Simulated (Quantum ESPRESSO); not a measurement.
**Pressure against volume in Mg3Sb2 (space group 164) (Quantum ESPRESSO, PBEsol)**

```yaml
crystal:
  lattice:
    - [4.42760, 0.00000, 0.00000]
    - [-2.21380, 3.83441, 0.00000]
    - [0.00000, 0.00000, 7.02008]
  atoms:
    - { symbol: Mg, position: [0.00000, 0.00000, 0.00000] }
    - { symbol: Mg, position: [0.33333, 0.66667, 0.63400] }
    - { symbol: Mg, position: [0.66667, 0.33333, 0.36600] }
    - { symbol: Sb, position: [0.33333, 0.66667, 0.22800] }
    - { symbol: Sb, position: [0.66667, 0.33333, 0.77200] }
```

Computed with PBEsol, GBRV 1.5 ultrasoft (PBESOL) pseudopotentials (plane waves; Quantum ESPRESSO). Settings: ecutwfc = 52 Ry; ecutrho = 260 Ry; occupations = smearing; smearing = fd; degauss = 0.000734986 Ry; potentials = {Mg: mg_pbesol_v1.4.uspp.F.UPF, Sb: sb_pbesol_v1.4.uspp.F.UPF}; K_POINTS = automatic 8 8 5 0 0 0; conv_thr = 1e-10 Ry. The cell above is the first row's. The rows scale it uniformly. In all rows fractional positions and the k mesh are held.

```csv
V (Å^3/atom),P (GPa)
23.836,?
24.355,3.09
24.873,1.89
25.391,0.80
25.909,-0.18
26.427,-1.06
26.945,-1.86
27.464,-2.58
27.982,-3.23
```

Q: Using a cubic, estimate the missing P at V = 23.836 from the other rows, showing the fit.

A: With u = V - 26.2, the rows have u = -1.8450, -1.3270, -0.8090, -0.2910, 0.2270, 0.7450, 1.2640, 1.7820. Least squares gives P = -0.687 - 1.6944·u + 0.1702·u² - 0.01141·u³. Residuals (row less fit): 0.000, 0.002, -0.001, -0.001, 0.003, 0.000, 0.000, 0.001; standard error 0.002 (degrees of freedom: 4). The fitted pressure is zero at V0 = 25.81, where dP/dV = -1.832, so B0 = -V0·dP/dV = 47.3 GPa. At the withheld row, u = -2.3640, so P = -0.687 - 1.6944 × (-2.3640) + 0.1702 × (-2.3640)² - 0.01141 × (-2.3640)³ = 4.420 GPa. The calculation gives 4.43 GPa, 0.010 GPa above the prediction (0.1 % of the range of P in the table). The row lies outside the fitted rows, so this is an extrapolation. From the scatter of the fitted rows alone, a prediction at this place has a standard error of 0.005 GPa, so the miss is 1.9 times that.

Carrying the step between the two nearest rows on in a straight line would have given 4.29, off by 0.14; series whose last step already gives the withheld value aren't shown. The scan was laid around a cell of about the measured size, scaled by a guess for this functional; axis ratios and inner coordinates come from that cell. The runs keep the symmetry of the cell, so they don't test it for distortions. Spin-orbit coupling is off. The shape of the cell and the inner coordinates aren't relaxed, so V0 and B0 belong to this uniform scaling; a relaxed crystal lies no higher in energy and is usually softer (forces reach 0.37 eV/Å in these rows). Cutoffs and mesh are single choices, not tested for convergence of this quantity. Series with a scatter that would blur these digits, or in which a gap closes, are not shown.
